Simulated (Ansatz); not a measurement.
Start from BaTiO3 in the cubic perovskite structure (space group Pm-3m, No. 221; a = 3.970 Å).

Calculations: PBEsol (Ansatz, a program for electronic structure; PAW; 420 eV plane waves; no spin-orbit coupling).

Before the change:

| Property | Value |
|---|---|
| Density | 6.19 g/cm³ |
| Gap character | indirect, R → Γ |

Perturbation: a hydrostatic pressure of 3 GPa.

Problem. Estimate the effect on the density, mean gap deformation potential ΔEg/Δln V and gap character.

Solution. The density increases by 0.10 g/cm³ (6.19 g/cm³ → 6.29 g/cm³); the mean gap deformation potential ΔEg/Δln V amounts to -2.0 eV; the gap character remains indirect, R → Γ.

Load acts through the strain it causes; cell and atoms are relaxed under it. Stability against distortions was not tested. The final runs are not spin-polarised. Many cubic perovskites are stable only at high temperature; tilts and polar distortions were not tested. This is not the structure that BaTiO3 has at room temperature and ambient pressure.
